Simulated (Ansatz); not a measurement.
# Point defect P on the In site (P_In) in zinc-blende InP

These are PBE, PAW (plane waves to 420 eV; Ansatz, a first-principles code) values and carry that method's errors. Cell: 64 sites, 2×2×2 repeats of a cell of 8 atoms; final energies on a 2×2×2 shifted mesh. Site at the start: the In site. Finite-size correction: monopole term and site-potential alignment. Dielectric constants: PBE linear response of the host. Host gap at this level: 0.44 eV. These values are not converged in cell size to better than tenths of an eV. Levels are measured in PBE's own, too narrow, gap. Spin–orbit coupling is left out, which matters for these heavy elements. Each state is the lowest found from its start.

Formation energies E_f are given with the Fermi level at the valence-band maximum. Chemical conditions: In-rich (Δμ(In) = 0.00 eV, Δμ(P) = -0.49 eV; only phases computed here count, gases as isolated molecules at 0 K); P-rich (Δμ(In) = -0.49 eV, Δμ(P) = 0.00 eV; only phases computed here count, gases as isolated molecules at 0 K). Reference phases: In: tetragonal indium, P: black phosphorus.

Charges with a result: +2, +1, 0, −1. Others weren't obtained, and one of them could lie lower, also by skipping a charge.

| charge | moment (μB) | largest move off a lattice site (Å) | image correction with alignment (eV) | E_f, In-rich (eV) | E_f, P-rich (eV) |
|---|---|---|---|---|---|
| +2† | not spin-polarised | 0.30 | 0.23 | – | – |
| +1† | 1.0 | 0.22 | 0.02 | – | – |
| 0† | not spin-polarised | 0.13 | 0.00 | 2.70 | 1.73 |
| −1† | fractional | 0.28 | 0.17 | – | – |

† Not settled in this cell, so no level is given: charge +2: carriers not clearly localised; charge +1: carriers not clearly localised, level within 0.1 eV of a band edge or past it; charge 0: level within 0.1 eV of a band edge or past it; charge −1: fractional moment, a level filled in part, level within 0.1 eV of a band edge or past it.

Starting moments that weren't kept: charge −1 began with 1 μB and ended with 0.5.

No other site or start that was run ended lower by more than 0.1 eV.
